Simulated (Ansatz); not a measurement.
Take Cs in the bcc (W type) structure (space group Im-3m, No. 229; a = 6.0102 Å) as the base.

Calculations: plane-wave PAW DFT at the PBEsol level (Ansatz, an electronic-structure program, 420 eV), scalar-relativistic without spin-orbit coupling, earlier PAW set.

Base values:

The lattice parameter a comes out as 6.010 Å.

One thing is altered: cell and atoms relaxed at a pressure of 15 GPa.

Question: What does the calculation give for the lattice parameter a after the change?

Answer: The lattice parameter a falls by 2.142 Å (6.010 Å → 3.868 Å).

Load acts through the strain it causes; cell and atoms are relaxed under it. No phonon test of stability was made. The final runs are not spin-polarised. Measured, Cs leaves this structure (for fcc) near 2.4 GPa (temperature not stated; as listed in Olga Degtyareva, NATO science for peace and security series. B, Physics and biophysics (2010)).
